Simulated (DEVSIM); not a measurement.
Device: Ni/SiO2/p-Si capacitor, at 350 K.

Layer 1 from the left is SiO2, thickness (nm) 11.0. Layer 2 from the left is Si, thickness (nm) 1100, Na (cm⁻³) 2.5e17.

Metal gate on the left, work function 5.1 eV. Fixed charge at the semiconductor interface -5.3e11 cm⁻² (in units of +e); no interface traps.

Constants are typed, rounded textbook-type inputs, not results; the design itself was drawn at random and stands for no fabricated device. Values at 300 K; Nc and Nv go as T^1.5, mobilities as T to minus their exponent, the gap by Varshni's rule with the affinity fixed.

SiO2: gap (eV) 9, affinity (eV) 0.9, permittivity 3.9. Si: gap (eV) 1.124, affinity (eV) 4.05, permittivity 11.7, Nc (cm⁻³) 2.86e19, Nv (cm⁻³) 3.1e19, Varshni α (eV/K) 0.000473, Varshni β (K) 636.

Model (solved in DEVSIM): 1D Poisson equation in equilibrium, Boltzmann statistics, complete ionisation; no quantum confinement or tunnelling. Metal contacts follow the ideal Schottky-Mott rule: no Fermi-level pinning, no interface dipoles.

Task: What does the simulation give for the minimum of the low-frequency capacitance, the flat-band voltage?

Result: minimum of the low-frequency capacitance 0.115 μF/cm²; flat-band voltage 0.36 V.
